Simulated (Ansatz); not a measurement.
Eu_B in zinc-blende BN: one set of geometries, relaxed with PBE, evaluated in Ansatz (PAW, plane waves to 420 eV, 500 eV under r2SCAN) with PBE, r2SCAN.

Details: 64-site cell; 2×2×2 shifted k-points; start: the B site; no Hubbard U; energies good to tenths of an eV; flagged in the runs: a doubtful potential alignment.

| quantity | PBE | r2SCAN |
|---|---|---|
| host gap (eV) | 4.46 | … |
| neutral formation energy against alpha boron, bcc Eu, ferromagnetic (eV) | 12.64 | … |
| largest moment on one atom at charge 0 (μB) | 5.69 | … |

Problem. Given the lower rungs, what does r2SCAN give?

Solution. 
- host gap (eV), r2SCAN: 4.99
- neutral formation energy against alpha boron, bcc Eu, ferromagnetic (eV), r2SCAN: 12.42
- largest moment on one atom at charge 0 (μB), r2SCAN: 5.73

Ansatz is a quantum-chemistry and plane-wave program.
